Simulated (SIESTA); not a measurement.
A working SIESTA input for SrTlF3 (Pm-3m, 5 atoms in the cell) (DFT, GGA PBEsol, numerical atomic orbitals DZP, PseudoDojo PBEsol standard norm-conserving potentials (rewritten from UPF to PSML)):

```
# files in the folder: Tl.psml Sr.psml F.psml (PseudoDojo PBEsol standard)
SystemName  SrTlF3
SystemLabel srtlf3

NumberOfAtoms                5
NumberOfSpecies              3
%block ChemicalSpeciesLabel
  1 81 Tl
  2 38 Sr
  3 9 F
%endblock ChemicalSpeciesLabel
LatticeConstant              1.0 Ang
%block LatticeVectors
     4.513840000    0.000000000    0.000000000
     0.000000000    4.513840000    0.000000000
     0.000000000    0.000000000    4.513840000
%endblock LatticeVectors
AtomicCoordinatesFormat      Ang
%block AtomicCoordinatesAndAtomicSpecies
     0.000000000    0.000000000    0.000000000  1
     2.256920000    2.256920000    2.256920000  2
     0.000000000    2.256920000    2.256920000  3
     2.256920000    2.256920000    0.000000000  3
     2.256920000    0.000000000    2.256920000  3
%endblock AtomicCoordinatesAndAtomicSpecies

XC.functional                GGA
XC.authors                   PBEsol
PAO.BasisSize                DZP
PAO.EnergyShift              0.01 Ry
MeshCutoff                   300 Ry
%block kgrid.MonkhorstPack
    6   0   0  0.0
    0   6   0  0.0
    0   0   6  0.0
%endblock kgrid.MonkhorstPack
OccupationFunction           FD
ElectronicTemperature        100.0 meV

MaxSCFIterations             150
SCF.Mixer.Method             Pulay
SCF.Mixer.Weight             0.2
SCF.Mixer.History            6
SCF.DM.Tolerance             1.0E-05
Diag.ParallelOverK           true
WriteForces                  true
```

The run converged in 11 iterations: free energy E − TS -4589.9743 eV; top of the valence band (on the code's own zero) -7.93 eV; gap on the k-point mesh 4.08 eV; pressure 6.71 GPa. Each of these slips is then made, one at a time:

(1)
```diff
-PAO.EnergyShift              0.01 Ry
+PAO.EnergyShift              0.2 Ry
```

(2)
```diff
-SystemName  SrTlF3
+SystemName  Tl2SrF3
-NumberOfAtoms                5
+NumberOfAtoms                6
+     0.016299476    0.173358539    0.098392684  1
```

(3)
```diff
-MaxSCFIterations             150
+MaxSCFIterations             2
```

Question: Predict the outcome of each change.

Answer: 
(1) An energy shift that confines the orbitals too tightly. The run converged in 12 iterations without an error; against the sound input the free energy goes up by 19.8 eV/atom, the pressure goes from 6.71 to -74.55 GPa and the gap on the mesh goes from 4.084 to 0.823 eV.

(2) One atom entered twice. The run converged in 17 iterations without an error; against the sound input the pressure goes from 6.71 to 6807 GPa, the largest force goes from 0.000 to 59590 eV/Å and no clean gap remains on the mesh (levels overlap or are partly filled), against 4.08 eV before. The full log also holds: “siesta: WARNING: Atoms     1     6 too close: rij =    0.200000 Ang” and “siesta: WARNING: Atoms     7    12 too close: rij =    0.200000 Ang”.

(3) An iteration limit that is too low. The run ended unconverged after 2 iterations.

The starting cell was generated: these elements placed on a structure prototype, without a prior relaxation; it need not be a known phase or ordering of this composition. Its lattice was rescaled by a random factor within 2.5 % of one. Spin-orbit coupling is off. Values carry the incompleteness of an atom-centred basis. The basis of the alkali or alkaline-earth atoms may lack their empty d shell, which can raise the gap. In the base run, with a pressure of about 7 GPa the cell is away from its equilibrium volume at this level.

Left out of this page: 1 run of the series stopped by limits of time or memory; 3 runs of the series outside the window shown, repeating another row's setting, or not comparable.
